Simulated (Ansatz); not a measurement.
Take AlRu in the CsCl type structure (space group Pm-3m, No. 221; a = 2.977 Å; relaxed with 0.1 eV smearing) as the base.

Computed with Ansatz (a quantum-chemistry and plane-wave program) PBEsol, scalar-relativistic without spin-orbit coupling.

Before the change:

| Quantity | Result |
|---|---|
| Pressure | 0.0 GPa |

Perturbation: every lattice vector is stretched by 1.50 %; the atoms relax in the strained cell.

Estimate the effect on the energy relative to the base and pressure.

The energy grows by 17 meV/atom; the pressure goes from zero to -8.9 GPa.

No phonon test of stability was made. All final runs are without spin polarisation.
